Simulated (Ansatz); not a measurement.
## InP: pressure 22.5 GPa

The reference is InP in the zinc blende structure (space group F-43m, No. 216; a = 5.827 Å).

The change: cell and atoms relaxed at a pressure of 22.5 GPa.

Method: LDA (Ansatz, a program for electronic structure, PAW, scalar-relativistic without spin-orbit coupling). k-mesh 10×10×10 (Γ-centred); smearing 0.05 eV (Fermi–Dirac).

```tsv
quantity	base	changed	shift
volume per atom	24.73 Å³	20.24 Å³	-4.49 Å³
lattice parameter a	5.827 Å	5.450 Å	-0.3765 Å
shortest interatomic distance	2.523 Å	2.360 Å	-0.163 Å
enthalpy H = E + PV relative to the base's energy	–	+3.10 eV/atom	–
band gap	0.58 eV	1.17 eV	+0.59 eV
gap character	direct at Γ	indirect, Γ → X	–
smallest direct gap	0.58 eV	1.61 eV	+1.036 eV
width of the top valence band	3.05 eV	4.05 eV	+1.00 eV
electron mass	0.046 mₑ (at Γ)	2.2 mₑ along k, 0.24 mₑ across (at X)	–
hole mass (degenerate bands, along [100])	0.046, 0.41, 0.41 mₑ (at Γ)	0.11, 0.30, 0.30 mₑ (at Γ)	–
valley order (the lowest conduction-band minima on the path, energy above the VBM, named in the base's zone)	Γ 0.58 eV; L along ⟨111⟩ 1.35 eV; X along ⟨100⟩ 1.57 eV	X along ⟨100⟩ 1.17 eV; Γ 1.61 eV; L along ⟨111⟩ 1.80 eV	–
```

Final structure:

```xyz
2
Lattice="0.0000 2.7252 2.7252 2.7252 0.0000 2.7252 2.7252 2.7252 0.0000" Properties=species:S:1:pos:R:3 pbc="T T T"
In     0.0000     0.0000     0.0000
P      1.3626     1.3626     1.3626
```

Load acts through the strain it causes; cell and atoms are relaxed under it. Masses are band curvatures over ±0.01 Å⁻¹ around the edge. Along k means along the line from Γ to the band edge. Stability against distortions was not tested. Measured, InP leaves this structure (for rock salt) near 9.8 GPa (temperature not stated; as listed in Datta, Sujoy, Jana, Debnarayan, arXiv (2020)).
